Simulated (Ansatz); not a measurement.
CsCl-type PdIn was calculated with r²SCAN0 (PAW; Ansatz, an electronic-structure program).

Settings: plane-wave cutoff 520 eV, 8×8×8 k mesh, Fermi–Dirac smearing 0.05 eV, scalar-relativistic PAW data made under PBE.

Cell (relaxed at this level):

```
CELL_PARAMETERS angstrom
      3.24836     0.00000     0.00000
      0.00000     3.24836     0.00000
      0.00000     0.00000     3.24836
ATOMIC_POSITIONS crystal
  In 0.50000 0.50000 0.50000
  Pd 0.00000 0.00000 0.00000
```

Give the computed bulk modulus.


- bulk modulus = 142 GPa

Spin–orbit coupling is not included.

Static lattice: no zero-point or thermal effects.
